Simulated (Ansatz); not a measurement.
The parent structure is TiAl (space group P4/mmm, No. 123; relaxed with 0.1 eV smearing).

```cif
data_AlTi
_chemical_formula_sum 'Ti1 Al1'
_space_group_name_H-M_alt 'P4/mmm'
_space_group_IT_number 123
_space_group_name_Hall '-P 4 2'
_cell_length_a 2.82407
_cell_length_b 2.82407
_cell_length_c 4.07475
_cell_angle_alpha 90.000
_cell_angle_beta 90.000
_cell_angle_gamma 90.000
loop_
_atom_site_label
_atom_site_type_symbol
_atom_site_symmetry_multiplicity
_atom_site_Wyckoff_symbol
_atom_site_fract_x
_atom_site_fract_y
_atom_site_fract_z
_atom_site_occupancy
Ti1 Ti 1 a 0.00000 0.00000 0.00000 1
Al1 Al 1 d 0.50000 0.50000 0.50000 1
```

Level of theory: Ansatz (a quantum-chemistry and plane-wave program), PBE, PAW, cutoff 420 eV, spin-orbit coupling left out.

Before the change:

The pressure is 0.0 GPa.

One thing is altered: every lattice vector is stretched by 2.00 %, atoms relaxed at fixed cell.

### Question
What does the calculation give for the pressure and energy relative to the base after the change?

### Answer
The pressure (mean of the normal stresses, compression positive) goes from zero to -6.0 GPa; the energy rises by 19 meV/atom.

The cells carry an imposed strain or load. Whether these cells are dynamically stable was not tested. All final runs are without spin polarisation.
